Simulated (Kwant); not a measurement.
Model system: wire with a row of barriers in a InAs two-dimensional gas. Effective mass 0.023 mₑ, grid spacing 4.2 nm, hard walls, nominal width 100 nm (23 grid rows, so walls 100.8 nm apart), one parabolic valley, scattering region 420 nm long along x; energies count from the band bottom; Fermi energy swept from 0.0013079 to 0.015532 eV. 2 barrier(s) across the wire, height 0.3 eV, thickness 16.8 nm (about 4 grid columns), spaced by 50.4 nm.

Constants are typed, rounded textbook-type inputs, not results; the design itself was drawn at random and stands for no fabricated device.

Kwant, effective-mass tight-binding model on a square grid, one spin, coherent transport at 0 K. Conductance is in e²/h.

Problem. How many channels do the leads carry at E = 5.15, 9.54 meV?

Solution. The hard-wall thresholds are n² ħ²π²/(2mW²) = n² × 1.61 meV with W = 100.8 nm. √(5.15/1.61) = 1.79, so 1. √(9.54/1.61) = 2.43, so 2.
